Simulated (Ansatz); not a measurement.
Cu: energy against volume

Cu (fcc, Fm-3m, 11.957 Å³/atom and stress up to 0.01 GPa in the relaxed cell, cube axes along x, y and z) under an equal strain ε along all three axes. PBE in Ansatz, a plane-wave DFT program (PAW, default set), 420 eV, 31×31×31 Γ-centred mesh, Fermi-Dirac smearing 0.10 eV.

Here V stands for volume and E for E less E0.

```csv
volume (Å³/atom),E less E0 (meV/atom),pressure (GPa)
10.9126,?,?
11.2536,20.37,9.94
11.4268,11.19,7.16
11.6017,4.85,4.58
11.7783,1.17,2.20
11.9568,0.00,0.00
12.1370,1.20,-2.03
12.3191,4.62,-3.90
12.5030,10.14,-5.62
12.6886,17.62,-7.20
```

Fit E of the 9 rows that show it with the third-order Birch-Murnaghan form, a cubic in V^(-2/3). With u = V^(-2/3) - 0.191, the rows have u = 0.008131, 0.006114, 0.004128, 0.002172, 0.000245, -0.001653, -0.003523, -0.005366, -0.007181. Least squares gives E = 0.026 - 178.53·u + 322580·u² + 870330·u³. Residuals (row less fit): 0.001, -0.002, 0.003, 0.001, -0.002, 0.001, -0.001, 0.002, 0.000; standard error 0.002 (degrees of freedom: 5). Its minimum lies at u = 0.000276, so V0 = (0.191276)^(-3/2) = 11.95. There d²E/du² = 646600 and d³E/du³ = 5222000, so B0 = (4/9) × 11.95^(-7/3) × 646600 × 0.160218 = 141 GPa (the last factor turns the table's units into GPa), and B0' = 4 + (2/3) × 0.191276 × (5222000)/646600 = 5.0. B0' rests on the cubic coefficient alone and has a standard error of 0.1 from these residuals.

Task: What does the fit predict for E at V = 10.9126, and how far is the calculated value from it?

Result: u = 0.012258, so E = 0.026 - 178.53 × 0.012258 + 322580 × 0.012258² + 870330 × 0.012258³ = 47.911 meV/atom. The calculation gives 47.91 meV/atom, which the fit meets to the printed digits. The row lies outside the fitted rows, so this is an extrapolation. The scatter of the fitted rows lies at the last printed digit.

In a metal these values are sensitive to mesh and smearing; energies are taken to zero smearing, stresses follow the free energy. Other structures, which can take over under pressure, weren't tried. The same form fitted to the pressure column gives B0' = 5.0; series where the two differ by over 0.4 aren't shown. Rows are the converged runs of the series near zero and its far end, less any whose ions stayed unrelaxed beside relaxed ones; series whose fitted rows scatter by over a few per cent of the range, as at a crossing or softening among them, aren't shown in this form.
